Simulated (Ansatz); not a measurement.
**What isotropic strain +2.50 % does to Au**

The parent structure is Au in the fcc (Cu type) structure (space group Fm-3m, No. 225; a = 4.083 Å; relaxed with 0.1 eV smearing).

One thing is altered: the cell is scaled by 1.0250 in all directions; the atoms relax in the strained cell.

Method: PBEsol/PAW in Ansatz (a quantum-chemistry and plane-wave program), spin-orbit coupling left out. Settings: 28×28×28 k-points, 0.1 eV Fermi–Dirac smearing.

- Volume per atom = 18.32 Å³ (base 17.02 Å³)
- Space group = Fm-3m (No. 225) (base Fm-3m (No. 225))
- Shortest interatomic distance = 2.959 Å (base 2.887 Å)
- Energy relative to the base (free energy F) = +46 meV/atom
- Pressure = -10.4 GPa (base 0.0 GPa)
- Band gap = zero (base zero)

Whether these cells are dynamically stable was not tested.
